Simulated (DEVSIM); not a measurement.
Structure: W/SiO2/p-Ge capacitor, at 300 K.

| layer (left to right) | material | thickness (nm) | Na (cm⁻³) |
|---|---|---|---|
| 1 | SiO2 | 20.0 | - |
| 2 | Ge | 570 | 1.1e18 |

Metal gate on the left, work function 4.6 eV. Fixed charge at the semiconductor interface 5.2e11 cm⁻² (in units of +e); no interface traps.

The device is made up for the run: typed textbook-type constants, with dimensions and the other settings drawn at random. Values at 300 K; Nc and Nv go as T^1.5, mobilities as T to minus their exponent, the gap by Varshni's rule with the affinity fixed.

```csv
parameter,SiO2,Ge
gap (eV),9,0.664
affinity (eV),0.9,4
permittivity,3.9,16
Nc (cm⁻³),-,1.04e19
Nv (cm⁻³),-,6e18
Varshni α (eV/K),-,0.000477
Varshni β (K),-,235
```

DEVSIM, 1D Poisson equation in equilibrium, Boltzmann statistics, complete ionisation; no quantum confinement or tunnelling. Metal contacts follow the ideal Schottky-Mott rule: no Fermi-level pinning, no interface dipoles.

The temperature was swept, all else fixed.

```tsv
temperature (K)	minimum of the low-frequency capacitance (μF/cm²)	flat-band voltage (V)
250	0.130	-0.53
300	0.131	-0.50
350	0.134	-0.47
400	0.137	-0.43
450	0.140	-0.40
500	0.144	-0.36
```

From the first row to the last the minimum of the low-frequency capacitance goes from 0.130 to 0.144. From the first row to the last the flat-band voltage goes from -0.53 to -0.36.
